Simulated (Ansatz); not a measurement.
```yaml
crystal:
  lattice:
    - [3.38377, 0.00000, 0.00000]
    - [0.00000, 3.38377, 0.00000]
    - [0.00000, 0.00000, 3.38377]
  atoms:
    - { symbol: Sc, position: [0.50000, 0.50000, 0.50000] }
    - { symbol: Ag, position: [0.00000, 0.00000, 0.00000] }
```

Level of theory: PBEsol, DFPT electron-phonon coupling, linearised Boltzmann equation (plane waves, PAW, scalar-relativistic; Ansatz, a quantum-chemistry and plane-wave program). Geometry: relaxed with this functional, without spin-orbit coupling.

Task: Predict the intrinsic resistivity at 300 K.

Result: 21 μΩ·cm.

Task: And the electrons' mean free path at that temperature?

Result: 5.1 nm, weighted by the current that each state carries. Wires not much wider than this gain resistivity from their walls.

A metal at this level (no band gap). Only scattering by harmonic phonons is included (no impurities, grain boundaries, electron-electron scattering or thermal expansion). Spin-orbit coupling is left out. The squared frequency of the phonon mode least converged on the k mesh is uncertain by 13 %. Halving the electron mesh (24x24x24) moves the resistivity by up to 6 % at 300 K, the mean free path by up to 10 %. Smearing 0.20 eV; phonons on a 4x4x4 q mesh, which this run doesn't test.

Formula and space group known from diffraction (Crystallography Open Database), not checked to be the room-temperature form: ScAg (Pm-3m).
